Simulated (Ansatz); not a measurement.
The starting structures come from a database of crystals and need not be the phases stable at ambient conditions.

 Where the default PAW files enter, the runs use the earlier of Ansatz's two default sets.

Inside the gap of an insulator the Bloch states are evanescent, with a wavenumber k + iκ along the transport direction.

Input:

```
AgNO3
1.0
    5.21909     0.00000     0.00000
    2.60954     4.51986     0.00000
    2.60954     1.50662     5.60338
Ag N O
2 2 6
Cartesian
  7.82863   4.51986   0.12905
  5.21909   3.01324   2.93074
  2.60954   1.50662   1.83788
  7.82863   4.51986   4.63957
  7.37815   5.70354   4.64778
  9.07897   4.31815   4.64778
  7.02877   3.53789   4.64778
  3.06003   2.69030   1.84610
  1.35920   1.30491   1.84610
  3.40940   0.52465   1.84610
```

Space group of this cell: R3c. The cell was relaxed by PBE-D3(BJ); by r2SCAN its mean pressure is -3.1 GPa.

Transport runs along the normal of the first two printed cell vectors, the (001) plane of the conventional cell.

The gap is the functional's own, uncorrected, and κ follows it; spin-orbit coupling is left out. Mid-gap values are interpolated between the computed energies.

Q: Estimate the band gap and the smallest decay constant κ at mid-gap that r2SCAN (Ansatz, a first-principles code) returns for this system.

A: Gap 2.21 eV on a 8×8×8 mesh; κ = 0.703 1/Å, at the zone centre.
